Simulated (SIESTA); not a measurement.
A self-consistent single point of LaGe3Ir (I4mm, 5 atoms in the cell) with SIESTA.

Level of theory: GGA PBEsol, numerical atomic orbitals TZP, PseudoDojo PBEsol standard norm-conserving potentials (rewritten from UPF to PSML) (SIESTA 5.4.2).

```
LaGe3Ir
1.0
   -2.23029     2.23029     5.06692
    2.23029    -2.23029     5.06692
    2.23029     2.23029    -5.06692
La Ge Ir
1 3 1
Direct
  0.58346   0.58346   0.00000
  0.34263   0.84263   0.50000
  0.84263   0.34263   0.50000
  0.00049   0.00049   0.00000
  0.23877   0.23877   0.00000
```

Reference input (self-consistent single point, DFT, GGA PBEsol, numerical atomic orbitals TZP, PseudoDojo PBEsol standard norm-conserving potentials (rewritten from UPF to PSML)): XC.functional = GGA; XC.authors = PBEsol; potentials = PseudoDojo PBEsol standard; PAO.BasisSize = TZP; PAO.EnergyShift = 0.01 Ry; MeshCutoff = 300 Ry; kgrid.MonkhorstPack = 5 5 5; OccupationFunction = MP; OccupationMPOrder = 0; ElectronicTemperature = 100 meV; MaxSCFIterations = 150; SCF.Mixer.Method = Broyden. This run's input differs from it in these lines:

```diff
@@ -32,9 +32,9 @@
 %block kgrid.MonkhorstPack
-    5   0   0  0.0
-    0   5   0  0.0
-    0   0   5  0.0
+    8   0   0  0.0
+    0   8   0  0.0
+    0   0   8  0.0
 %endblock kgrid.MonkhorstPack
 OccupationFunction           MP
-OccupationMPOrder            0
-ElectronicTemperature        100.0 meV
+OccupationMPOrder            1
+ElectronicTemperature        1000.0 meV
```

Output (repeated stretches shortened):

```
        iscf     Eharris(eV)        E_KS(eV)     FreeEng(eV)     dDmax    Ef(eV) dHmax(eV)
   scf:    1   -11278.654756   -11335.785754   -11335.672805  1.737049 -2.918128 31.510599
   scf:    2   -11371.695180   -11359.737350   -11359.581761  0.289046 -3.484428 10.035897
   scf:    3   -11362.569331   -11361.734167   -11361.582638  0.087904 -3.691777  2.790950
   scf:    4   -11361.514687   -11361.871112   -11361.714081  0.126895 -3.928228  2.547604
   scf:    5   -11362.233968   -11362.138578   -11361.972606  0.023283 -3.890072  0.513983
   [... 11 lines left out ...]
   scf:   17   -11362.155919   -11362.155919   -11361.987967  0.000026 -3.902304  0.000760
   scf:   18   -11362.155918   -11362.155919   -11361.987967  0.000018 -3.902305  0.000597
   scf:   19   -11362.155918   -11362.155918   -11361.987967  0.000013 -3.902307  0.000473
   scf:   20   -11362.155918   -11362.155918   -11361.987967  0.000009 -3.902309  0.000385
SCF Convergence by DM+H criterion
max |DM_out - DM_in|         :     0.0000089442
max |H_out - H_in|      (eV) :     0.0003845181
SCF cycle converged after 20 iterations

Using DM_out to compute the final energy and forces

siesta: E_KS(eV) =           -11362.1559

siesta: E_KS - E_eggbox =    -11362.1559

siesta: Atomic forces (eV/Ang):
     1    0.000397    0.000397   -0.091529
     2   -0.000825   -0.000563   -0.052856
     3   -0.000563   -0.000825   -0.052856
     4    0.000192    0.000192    0.203870
     5   -0.002616   -0.002616   -0.004856
   Tot   -0.003415   -0.003415    0.001773
   Max    0.203870
   Res    0.060865    sqrt( Sum f_i^2 / 3N )
   Max    0.203870    constrained

Stress tensor Voigt[x,y,z,yz,xz,xy] (kbar):       10.10       10.10       16.60        1.25        1.25       -0.01
   [... lines left out ...]
siesta: FreeEng =    -11361.987967
   [... lines left out ...]
siesta:     0.006305   -0.000006    0.000779
siesta:    -0.000006    0.006305    0.000779
siesta:     0.000779    0.000779    0.010361

siesta: Cell volume =        100.815000 Ang**3

siesta: Pressure (static):
siesta:                Solid            Molecule  Units
siesta:          -0.00008339         -0.00005008  Ry/Bohr**3
siesta:          -0.00765664         -0.00459815  eV/Ang**3
siesta:         -12.26728938         -7.36704807  kBar
```

The run converged in 20 iterations. Against the reference run the free energy goes up by 8.2 meV/atom, the pressure goes from -0.91 to -1.23 GPa and the largest force goes from 0.272 to 0.204 eV/Å.

The starting cell comes from a database of computed structures (which also holds hypothetical and non-ambient phases and stackings), without a prior relaxation at this level. Its lattice was rescaled by up to half a per cent. One atom was moved a little off its site on purpose. Spin polarisation is off. Values carry the incompleteness of an atom-centred basis.

Cost on one core of a shared machine: roughly 3 min.
